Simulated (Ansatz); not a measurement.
Start from Na3Sb (space group P6_3/mmc, No. 194; a = 5.3122 Å, c = 9.4529 Å). Axes: x lies along a and z along c of the hexagonal cell.

Method: PBEsol (Ansatz, a program for electronic structure; PAW; 420 eV plane waves; no spin-orbit coupling).

Strains are applied to the cell and any free atomic positions relax.

One change was made to it. Results:

| quantity | base | after |
|---|---|---|
| band gap | 0.43 eV | 0.42 eV |
| valence-band top at Γ (three highest levels, from the VBM) | 0.00, 0.00, -0.16 eV | 0.00, -0.10, -0.17 eV |
| energy relative to the base (free energy F) | 0 meV/atom | +3.8 meV/atom |

Problem. What was done to the base?
(A) uniaxial strain ε_xx = −3.00 %
(B) uniaxial strain ε_xx = −2.25 %
(C) uniaxial strain ε_xx = −0.75 %
(D) uniaxial strain ε_xx = −1.50 %

Solution. A, uniaxial strain ε_xx = −3.00 %. For comparison, the valence-band top at Γ in the other runs: uniaxial strain ε_xx = −1.50 % gives 0.00, -0.05, -0.17 eV; uniaxial strain ε_xx = −2.25 % gives 0.00, -0.07, -0.17 eV; uniaxial strain ε_xx = −0.75 % gives 0.00, -0.02, -0.16 eV.

With Sb present, leaving out spin-orbit coupling can change the band edges. No phonon test of stability was made.
